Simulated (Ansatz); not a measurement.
TmRh₂ (Fd-3m, No. 227), treated with r²SCAN+rVV10 (plane waves, PAW; Ansatz, a program for electronic structure).

Numerical settings: plane-wave cutoff 560 eV, 14×14×14 k mesh, Fermi–Dirac smearing 0.05 eV, spin-polarised with parallel moments, scalar-relativistic PAW data made under PBE.

Computed at the level's own relaxed cell.

### Question
Give the computed lattice constant a.

### Answer

lattice constant a: 7.436 Å

Note: the magnetic order was assumed, not searched for or taken from measurement; the 4f shell is treated without U or exact exchange, so its levels and filling can be wrong.

Spin–orbit coupling is not included.

Computed values are for the static lattice.

The result took roughly 30 core-minutes.
